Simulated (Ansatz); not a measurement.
The reference is CdS in the zinc blende structure (space group F-43m, No. 216; a = 5.757 Å). Axes: x, y, z lie along the cube axes.

It is then changed as follows: uniaxial strain ε_zz = +2.50 %, all other strain components held at zero, atoms relaxed at fixed cell.

All numbers come from Ansatz (an electronic-structure program), LDA, PAW, cutoff 420 eV, spin-orbit coupling left out.

Question: Give the band edges at the high-symmetry points of the new zone, measured from its valence-band maximum.

Answer: 
| point | valence edge (eV) | conduction edge (eV) |
|---|---|---|
| Γ | 0.00 | 0.87 |
| X | -2.01 | 3.23 |
| P | -2.34 | 5.14 |
| N | -0.76 | 2.75 |
| M | -1.93 | 3.33 |
| S | -1.53 | 4.12 |
| S₀ | -1.53 | 4.12 |
| R | -2.31 | 5.20 |
| G | -2.31 | 5.20 |

The gap is 0.87 eV, direct at Γ.

No phonon test of stability was made. Labels are those of the standard path for the cell's own space group.
